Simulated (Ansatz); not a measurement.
Take SiS2 (space group Ibam, No. 72; a = 6.0185 Å, b = 9.3955 Å, c = 5.5448 Å; made of chains) as the base.

Calculations: PBEsol (Ansatz, a first-principles code), no SOC.

One change was made to it. Results:

```tsv
quantity	base	after
smallest direct gap	2.94 eV	2.10 eV
band gap	2.80 eV	2.04 eV
gap character	indirect, Σ₀–Γ (11 % along) → G₀–X (50 % along)	indirect, Σ₀–Γ (18 % along) → Γ
density	1.95 g/cm³	2.82 g/cm³
```

Q: Which change produced these results?
A. pressure 2.1 GPa
B. pressure 9 GPa
C. pressure 4.5 GPa
D. pressure 0.9 GPa

A: B, pressure 9 GPa. For comparison, the band gap in the other runs: pressure 2.1 GPa gives 2.37 eV; pressure 0.9 GPa gives 2.55 eV; pressure 4.5 GPa gives 2.20 eV.

Load acts through the strain it causes; cell and atoms are relaxed under it. Whether these cells are dynamically stable was not tested. Competing high-pressure phases were not computed. No dispersion term is included in the PBEsol runs.
